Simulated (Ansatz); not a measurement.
Take SnTe in the rock salt structure (space group Fm-3m, No. 225) as the base.

```xyz
2
Lattice="0.0000 3.1446 3.1446 3.1446 0.0000 3.1446 3.1446 3.1446 0.0000" Properties=species:S:1:pos:R:3 pbc="T T T"
Sn     0.0000     0.0000     0.0000
Te     3.1446     3.1446     3.1446
```

Cartesian axes are those of the cell as printed.

The values are results of PBEsol in Ansatz (plane waves to 420 eV, PAW, scalar-relativistic without spin-orbit coupling), not measurements.

For the base:

The shortest interatomic distance is 3.145 Å. The pressure comes out as -0.1 kbar.

It is then changed as follows: uniaxial strain ε_zz = −1.50 %, all other strain components held at zero; the atoms relax in the strained cell.

### Question
Predict the new energy relative to the base, shortest interatomic distance and pressure.

### Answer
The energy increases by 3.2 meV/atom; the shortest interatomic distance decreases by 0.0472 Å (3.145 Å → 3.097 Å); the pressure (mean of the normal stresses, compression positive) increases by 7.7 kbar to 7.6 kbar.

No phonon test of stability was made.

Ansatz is a first-principles code.
